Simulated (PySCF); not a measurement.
PySCF 2.14.0, WB97X/def2-svp, df: Si(Cl)(Br)2(NMe2) (CN(C)[Si](Cl)(Br)Br), 13 atoms. The geometry is a generated start, not checked to be a minimum at this level.

| Item | Value |
|---|---|
| task | energy and gradient |
| method | wb97x |
| basis | def2-svp |
| two-electron scheme | density fitting |
| mol.max_memory | 7000 MB |
| mf.init_guess | minao (default) |
| mf.DIIS | CDIIS (default) |
| mf.diis_space | 8 (default) |
| mf.conv_tol | 1e-09 (default) |
| basis functions (reference run) | 172 |
| grid points (reference run) | 1081160 |

```xyz
13

C     -0.6469     0.5680     1.2251
N     -0.0504    -0.1456     0.1195
C     -1.0471    -0.8255    -0.6780
Si     1.4824     0.2635    -0.5083
Cl     1.5754     1.8747    -1.7342
Br     2.2377    -1.5183    -1.5706
Br     2.8257     0.5655     1.2161
H     -1.2556    -0.1228     1.8087
H     -1.2890     1.3807     0.8729
H      0.1126     0.9886     1.8823
H     -1.7309    -0.1130    -1.1490
H     -1.6313    -1.4825    -0.0331
H     -0.5828    -1.4335    -1.4514
```
Charge 0, spin multiplicity 1.

Yardstick: the run with mf.grids.level = 8, which is not proven converged either. One run each, on a shared machine, so no times are given.

Measured:

| setting | grid points | energy against the reference | difference in forces (largest component) |
|---|---|---|---|
| the reference | 1081160 | — | — |
| mf.grids.level = 6 | 647864 | +0.0013 meV/atom | 2.8 meV/Å |
| mf.grids.level = 5 | 445384 | −0.0067 meV/atom | 5.2 meV/Å |
| mf.grids.level = 4 | 297320 | −0.0025 meV/atom | 16 meV/Å |
| mf.grids.level = 3 (default) | 179896 | +0.0018 meV/atom | 4.3 meV/Å |
| mf.grids.level = 1 | 57704 | −0.68 meV/atom | 62 meV/Å |
| mf.grids.level = 0 | 15104 | +220 meV/atom | 300 meV/Å |

**Question.** Estimate the difference from the reference for mf.grids.level = 2.

**Answer.** grid points: 115464; energy against the reference: −0.073 meV/atom; difference in forces (largest component): 13 meV/Å. Total energies are compared; such shifts often cancel in part in energy differences. The gradients leave out the derivatives of the grid weights.
